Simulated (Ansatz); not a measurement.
Subject: the energy of the reaction as written. Reaction: cell B → cell A. Negative: the products are lower in energy.

Cell A: a sheet of composition Be2, 2 atoms, hexagonal cell of 2.17 Å (4.1 Å²), symmetry P-3m1, 1.9 Å thick under 15 Å of vacuum, in-plane vectors relaxed; planes from bottom to top: Be × 2; a model cell; spin state with PBE: run without spin, k-point mesh 24×24×1.
```xyz
2
Lattice="2.1658 0.0000 0.0000 -1.0829 1.8757 0.0000 0.0000 0.0000 16.7115" Properties=species:S:1:pos:R:3 pbc="T T T"
Be     0.0000     1.2504     9.3074
Be     1.0829     0.6252     7.4041
```

Cell B: a sheet of composition Be2, 2 atoms, hexagonal cell of 3.68 Å (11.7 Å²), symmetry P6/mmm, 0.0 Å thick under 16 Å of vacuum, in-plane vectors relaxed; planes from bottom to top: Be2, all atoms in one plane; a model cell; spin state with PBE: run without spin, k-point mesh 24×24×1.
```
CELL_PARAMETERS angstrom
      3.67546     0.00000     0.00000
     -1.83773     3.18304     0.00000
      0.00000     0.00000    16.00000
ATOMIC_POSITIONS crystal
  Be 0.33333 0.66667 0.50000
  Be 0.66667 0.33333 0.50000
```

Computed with Ansatz (plane waves, PAW), its default PAW set, cutoff 420 eV, 500 eV for r2SCAN. The structures are at rest with PBE; other levels are single points on them. Neutral cells; Fermi-Dirac smearing of at most 0.10 eV in the solids, energies taken to zero width. The lattices are those relaxed with PBE, so at other levels the solids can be strained, which adds to the spread. A dispersion term (D3(BJ), or D4 for r2SCAN) was computed beside these levels and is taken off wherever the name lacks it. No zero-point or thermal terms. The cells' k-point meshes differ in density, so the last digit is unsettled. Cell A has symmetry P-3m1 and got no random move, so less symmetric positions, which may lie lower, weren't tried. Cell B has symmetry P6/mmm and got no random move, so less symmetric positions, which may lie lower, weren't tried.

Task: Estimate the value that PBE returns for this input.

Result: -3.35 eV, for cell B → cell A.

Task: How does the value move with the functional?

Result: 
| Method | value (eV) | less PBE |
|---|---|---|
| r2SCAN | -3.50 | -0.15 |

The levels span 0.15 eV, from r2SCAN (-3.50) to PBE (-3.35).

Ansatz is an electronic-structure program.
